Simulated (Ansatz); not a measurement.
Base system: VBiO$_{4}$ (space group I4_1/a, No. 88; a = 5.1214 Å, c = 11.6213 Å). Axes: x, y, z lie along a, b, c of the conventional cell.

Method: r2SCAN (Ansatz, a quantum-chemistry and plane-wave program; PAW; 500 eV plane waves; without spin-orbit coupling).

For the base:

| Property | Value |
|---|---|
| Shortest interatomic distance | 1.723 Å |

Now apply this change: uniaxial strain ε_zz = −4.31 %, all other strain components held at zero; the atoms relax in the strained cell.

Question: Estimate the effect on the shortest interatomic distance, stress, largest internal atomic displacement and energy relative to the base.

Answer: The shortest interatomic distance shrinks by 0.0059 Å, from 1.723 Å to 1.718 Å; the stress (xx, yy, zz, yz, xz, xy; compression positive) amounts to (5.00, 5.00, 9.27, 0.00, 0.00, 0.00) GPa; the largest internal atomic displacement is 0.039 Å; the energy grows by 15 meV/atom.

Stability against distortions was not tested. Seeded moments were not kept for the base. The final runs are not spin-polarised.
